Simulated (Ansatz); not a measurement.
Worked example: dielectric-response calculation of Li₂HfO₃ (C2/m, 6 atoms in the cell) in Ansatz (a first-principles code).

Computed with LDA (PW92), default PAW files made with PBE (plane waves; Ansatz).

```
Li2HfO3
1.0
    4.80618    -2.09009     0.00000
    4.80618     2.09009     0.00000
   -0.06897     0.00000     3.19758
Li Hf O
2 1 3
Direct
  0.65669   0.65669   0.50719
  0.34331   0.34331   0.49281
  0.00000   0.00000   0.00000
  0.85976   0.85976   0.49067
  0.14024   0.14024   0.50933
  0.50000   0.50000   0.00000
```

Reference input (self-consistent single point, DFT, LDA (PW92), plane waves, default PAW files made with PBE): basis.ecutwfc = 420 eV; kpoints.mp_grid.grid = 7 7 8; hamiltonian.xc = lda; hamiltonian.pseudopotentials = {kind: paw} (the program's default PAW files); scf.occupations.method = fermi_dirac; scf.occupations.width = 0.02 eV. This run's input differs from it in these lines:

Ansatz 0.2 input:
```diff
@@ -14,3 +14,3 @@
 basis:
-  ecutwfc: 420.0
+  ecutwfc: 250.0
 kpoints:
@@ -21,7 +21,4 @@
 scf:
-  occupations: { method: fermi_dirac, width: 0.02 }
-output:
-  forces: true
-  eigenvalues: true
-  stress: true
+  occupations: { method: fixed }
+dielectric: {}
```

Output (repeated stretches shortened):

```
SCF iter   1: F=—  HF=-17549.336839 eV  |F-HF|=—  |Δ(HF+E_count)|=         —  Δρ=6.69e-2  dr2=1.45e0  ethr=1.77e-3  ⟨swp⟩=3.3  Hψ=18126  notcnv=0  defer=525
all-band conjugate gradients solve this SCF's bands
preconditioner: auto → Resta (q_TF=auto, 2.617 Å⁻¹)
SCF iter   2: F=—  HF=-17548.654712 eV  |F-HF|=—  |Δ(HF+E_count)|=   6.82e-1  Δρ=1.64e-2  dr2=5.42e-2  ethr=1.77e-3  ⟨swp⟩=2.0  Hψ=12018  notcnv=0  defer=590
   [... lines left out ...]
SCF iter   7: F=—  HF=-17548.615692 eV  |F-HF|=—  |Δ(HF+E_count)|=   1.04e-6  Δρ=5.03e-5  dr2=1.23e-6  ethr=8.71e-9  ⟨swp⟩=2.0  Hψ=9828  notcnv=0  defer=343
SCF iter   8: F=—  HF=-17548.615691 eV  |F-HF|=—  |Δ(HF+E_count)|=   2.76e-7  Δρ=1.40e-5  dr2=9.98e-8  ethr=2.45e-9  ⟨swp⟩=2.0  Hψ=8819  notcnv=0  defer=343
SCF iter   9: F=—  HF=-17548.615691 eV  |F-HF|=—  |Δ(HF+E_count)|=   2.12e-8  Δρ=2.36e-6  dr2=3.49e-9  ethr=2.00e-10  ⟨swp⟩=2.0  Hψ=9355  notcnv=0  defer=343
SCF iter  10: F=-17548.615691 eV  HF=-17548.615691 eV  |F-HF|=1.82e-11  |Δ(HF+E_count)|=  6.04e-10  Δρ=2.52e-7  dr2=4.38e-11  ethr=1.00e-12  ⟨swp⟩=7.1  Hψ=22607  notcnv=0
SCF 1 converged in 10 iterations: F = -17548.615691 eV  dr2 = 4.38e-11
DFPT response loops at Γ: preconditioner auto → none (the input reference at scf.mixing.eps_inf says where Resta's filter doesn't serve); β = 0.50 …
── the response to a field inside a basis, on 8×8×8 k-points: an SCF that follows is theirs, and a resumed run solves both again ──
Crystal: 6 atoms, lattice volume = 64.242 Å³
Bands: 26, of which v1, the nominal top of the filled ones, is band 25 counted from 1 (24 counted from 0)
k-points: 144 of 512
Initial density: handed on by an earlier stage of this run
Initial wavefunctions: pseudopotential atomic-orbital guess (no wavefunctions were taken with the density)
Eigensolver: Dense (144 Hₖ)
   [... lines left out ...]
Free energy (F): -17548.615691 eV
Fermi energy:    7.808753 eV
   [... lines left out ...]
         0.00595    0.00000   -3.27492
    site 5:
        -1.13313    0.00000   -0.00048
         0.00000   -4.51751    0.00000
         0.01301    0.00000   -1.64100
  Z* charge neutrality: 1.325e-1 e pre-enforcement
  solved inside a basis spanned on kpoints, on 8×8×8 k-points, its susceptibility summed on 10×10×12: ε∞ is read to err by 4.5e-2, Z* by 1.2e-1 e (field_mesh …
```

The run converged in 17 iterations. 

Summary of the result:
```
Item                                                                                                                                     Value
----------------------------------------------------------------------------------------  ----------------------------------------------------
Free energy E − TS (on the zero of these files)                                                                                 -17548.6157 eV
Top of the valence band (on the code's own zero)                                                                                       7.81 eV
Gap on the k-point mesh                                                                                                                3.90 eV
ε∞ at this k-point mesh, which may be far from converged in small-gap cells (xx, yy, zz)                                      3.18, 3.97, 4.29
Born charges at this mesh (mean of the diagonal, e)                                       Li 1.02, Li 1.02, Hf 5.17, O -2.39, O -2.39, O -2.43
```

The starting cell comes from a database of computed structures (which also holds hypothetical and non-ambient phases and stackings), without a prior relaxation at this level. Its lattice was rescaled by up to half a per cent. Spin-orbit coupling is off. The cutoff lies below the one recommended for these files.

Cost on one core of a shared machine: roughly 2 min.
